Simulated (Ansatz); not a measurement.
System: SnSiO4 (model structure, started from the HfGeO4 type, I4₁/a, No. 88, 12 atoms in the cell). Method: r²SCAN+SOC (plane waves, PAW; Ansatz, an electronic-structure program).

Settings: plane-wave cutoff 560 eV, 8×8×8 k mesh, Fermi–Dirac smearing 0.01 eV, PAW data made under PBE.

Cell (relaxed with PBEsol):

```yaml
crystal:
  lattice:
    - [-2.33822, 2.33822, 5.35609]
    - [2.33822, -2.33822, 5.35609]
    - [2.33822, 2.33822, -5.35609]
  atoms:
    - { symbol: Sn, position: [0.50000, 0.50000, 0.00000] }
    - { symbol: Sn, position: [0.25000, 0.75000, 0.50000] }
    - { symbol: Si, position: [0.00000, 0.00000, 0.00000] }
    - { symbol: Si, position: [0.75000, 0.25000, 0.50000] }
    - { symbol: O, position: [0.08623, 0.49416, 0.92698] }
    - { symbol: O, position: [0.24416, 0.81717, 0.90793] }
    - { symbol: O, position: [0.56717, 0.15924, 0.07302] }
    - { symbol: O, position: [0.90924, 0.33623, 0.09207] }
    - { symbol: O, position: [0.66377, 0.75584, 0.57302] }
    - { symbol: O, position: [0.50584, 0.43283, 0.59207] }
    - { symbol: O, position: [0.18283, 0.09076, 0.42698] }
    - { symbol: O, position: [0.84076, 0.91377, 0.40793] }
```

### Question
Estimate the band gap that the calculation returns.

### Answer

- band gap: 2.81 eV (on the SCF k mesh)

Note: the relaxation could raise the start's symmetry but not lower it, so the cell can be a saddle point; cell and atoms aren't relaxed at this level (largest force component 0.23 eV/Å, pressure -2.0 GPa).

The computed numbers hold no vibrational or temperature effects.

A model structure was made by putting elements into a prototype or built by hand; it is no filed structure, need not be a known phase, and can be a saddle point held by its symmetry.
